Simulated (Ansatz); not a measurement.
The parent structure is BeS in the zinc blende structure (space group F-43m, No. 216).

```
CELL_PARAMETERS angstrom
      0.00000     2.43784     2.43784
      2.43784     0.00000     2.43784
      2.43784     2.43784     0.00000
ATOMIC_POSITIONS crystal
  S  0.75000 0.75000 0.75000
  Be 0.00000 0.00000 0.00000
```

Levels (all Ansatz, an electronic-structure program, PAW, earlier PAW set): PBE (420 eV, no SOC); HSE06+SOC (420 eV, spin-orbit coupling included).

Its gap is 3.15 eV with PBE and 4.06 eV with HSE06+SOC.

It is then changed as follows: an isotropic linear strain of −5.34 %; the atoms relax in the strained cell.

With PBE the gap becomes 2.72 eV.

Problem. If the HSE06+SOC correction stayed the same, what would the HSE06+SOC gap be, and what does the HSE06+SOC run give?

Solution. A rigid correction of +0.91 eV gives 3.63 eV. The HSE06+SOC run gives 3.62 eV, so the two effects roughly add.

Single points use the geometry relaxed with PBE. The hybrid gap comes from the SCF mesh plus the semilocal run's edge points and a few special points and is an upper bound. The spin-orbit shifts are approximate. Whether these cells are dynamically stable was not tested.
